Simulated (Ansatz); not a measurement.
# CsPbBr3: holes 2.0×10^21 cm⁻³

Base system: CsPbBr₃ in the cubic perovskite structure (space group Pm-3m, No. 221; a = 6.003 Å).

Modification: hole doping at 2.0×10^21 cm⁻³ (0.433 per cell), with a uniform compensating background at fixed cell and a 300 K Fermi–Dirac width.

Method: PBE (Ansatz, a quantum-chemistry and plane-wave program, PAW, no SOC), earlier PAW set. Settings: 8×8×8 k-points, 0.0259 eV Fermi–Dirac smearing.

| quantity | base | changed | shift |
|---|---|---|---|
| gap between the host's bands | 1.79 eV | 1.84 eV | +0.05 eV |
| gap character | direct at R | direct at R | – |
| Fermi level relative to the doped band's edge (positive inside the band; to 0.05 eV) | – | +0.90 eV | – |

Carriers are added with a uniform compensating background; total energy and stress of such cells depend on the potential's zero and are not compared; many-body gap narrowing is missing at this level. With Pb present, leaving out spin-orbit coupling can change the band edges. Whether these cells are dynamically stable was not tested. Many cubic perovskites are stable only at high temperature; tilts and polar distortions were not tested. This is not the structure that CsPbBr3 has at room temperature and ambient pressure.
